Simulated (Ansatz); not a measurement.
The reference is InP in the zinc blende structure (space group F-43m, No. 216; a = 5.827 Å).

Calculations: Kohn–Sham DFT with the LDA functional, run in Ansatz (an electronic-structure program) with PAW and 420 eV plane waves, without spin-orbit coupling.

Before the change:

| Property | Result |
|---|---|
| Valley order | Γ 0.58 eV; L along ⟨111⟩ 1.35 eV; X along ⟨100⟩ 1.57 eV |
| Hole mass | 0.046, 0.41, 0.41 mₑ (at Γ) |

Now apply this change: an isotropic linear strain of −2.00 %; the atoms relax in the strained cell.

Q: Estimate the effect on the valley order, hole mass and mean gap deformation potential ΔEg/Δln V.

A: The valley order (the lowest conduction-band minima on the path, energy above the VBM, named in the base's zone) goes from Γ 0.58 eV; L along ⟨111⟩ 1.35 eV; X along ⟨100⟩ 1.57 eV to Γ 0.90 eV; X along ⟨100⟩ 1.46 eV; L along ⟨111⟩ 1.49 eV; the hole mass (degenerate bands, along [100]) becomes 0.069, 0.39, 0.39 mₑ (at Γ) (base: 0.046, 0.41, 0.41 mₑ (at Γ)); the mean gap deformation potential ΔEg/Δln V is -5.4 eV.

Effective masses come from finite differences of ±0.01 Å⁻¹. No phonon test of stability was made.
